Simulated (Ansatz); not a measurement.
# A computed series for TiC: response to strain

Start from TiC in the rock salt structure (space group Fm-3m, No. 225; a = 4.328 Å; relaxed with 0.1 eV smearing). Axes: x, y, z lie along the cube axes.

Strains are applied to the cell and any free atomic positions relax; under biaxial strain the out-of-plane vector relaxes too; under stress the whole cell relaxes.

The values are results of Kohn–Sham DFT with the r2SCAN functional, run in Ansatz (a quantum-chemistry and plane-wave program) with PAW and 500 eV plane waves, no SOC, not measurements.

Notes on the quantities. energy relative to the base: free energy F.

| variant | volume per atom | energy relative to the base |
|---|---|---|
| base | 10.13 Å³ | 0 meV/atom |
| biaxial strain +4.98 %, plane normal [001], relaxed out of plane | 10.93 Å³ | +79 meV/atom |
| biaxial strain +1.16 %, plane normal [111], relaxed out of plane | 10.31 Å³ | ? |
| isotropic strain −1.19 % | 9.78 Å³ | +11 meV/atom |
| isotropic strain +3.02 % | 11.08 Å³ | +62 meV/atom |
| uniaxial strain ε_xx = −0.93 % | 10.04 Å³ | ? |
| uniaxial strain ε_xx = −0.67 % | 10.06 Å³ | +0.8 meV/atom |
| uniaxial strain ε_yy = −5.97 % | 9.53 Å³ | +75 meV/atom |
| tensor shear ε_xy = −0.49 % | 10.13 Å³ | +0.6 meV/atom |
| uniaxial stress, 0.5 GPa compression along x | 10.13 Å³ | 0.0 meV/atom |

### Question
Complete the table.

### Answer

- biaxial strain +1.16 %, plane normal [111], relaxed out of plane, energy relative to the base: +4.8 meV/atom
- uniaxial strain ε_xx = −0.93 %, energy relative to the base: +1.5 meV/atom

Stability under load was not tested beyond the relaxation. The final runs are not spin-polarised.
